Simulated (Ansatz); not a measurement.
Results of PBEsol (PAW; Ansatz, an electronic-structure program) for SiGe (P6₃mc, No. 186, 4 atoms in the cell; start mp-978534).

Numerical settings: plane-wave cutoff 520 eV, 12×12×6 k mesh (along the axes of the cell as run), Fermi–Dirac smearing 0.01 eV, scalar-relativistic PAW data made under PBE.

Cell (relaxed at this level):

```cif
data_Ge2Si2
_chemical_formula_sum 'Si2 Ge2'
_space_group_name_H-M_alt 'P63mc'
_space_group_IT_number 186
_space_group_name_Hall 'P 6c -2c'
_cell_length_a 3.90059
_cell_length_b 3.90059
_cell_length_c 6.44335
_cell_angle_alpha 90.000
_cell_angle_beta 90.000
_cell_angle_gamma 120.000
loop_
_atom_site_label
_atom_site_type_symbol
_atom_site_symmetry_multiplicity
_atom_site_Wyckoff_symbol
_atom_site_fract_x
_atom_site_fract_y
_atom_site_fract_z
_atom_site_occupancy
Si1 Si 2 b 0.33333 0.66667 0.37455 1
Ge1 Ge 2 b 0.33333 0.66667 0.00045 1
```

Question: Estimate the band gap and smallest direct gap on the k points sampled that the calculation returns.

Answer: 
band gap: 0.35 eV (indirect)
smallest direct gap on the k points sampled: 0.40 eV

Spin–orbit coupling is not included.

The computed numbers hold no vibrational or temperature effects.

Computing time: roughly 26 core-seconds.

A start named mp-… is a Materials Project structure, which need not be a measured phase.
